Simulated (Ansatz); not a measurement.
The reference is Ru in the hcp (Mg type) structure (space group P6_3/mmc, No. 194; a = 2.722 Å, c = 4.291 Å).

The values are results of PBE, PAW, 420 eV (Ansatz, a quantum-chemistry and plane-wave program; spin-orbit coupling left out), not measurements.

Base values:

The lattice parameter a is 2.722 Å.

Perturbation: hydrostatic tension (pressure −2 GPa).

Q: How does this affect the lattice parameter a?

A: The lattice parameter a grows by 0.006 Å (2.722 Å → 2.728 Å).

Load acts through the strain it causes; cell and atoms are relaxed under it. Whether these cells are dynamically stable was not tested. All final runs are without spin polarisation.
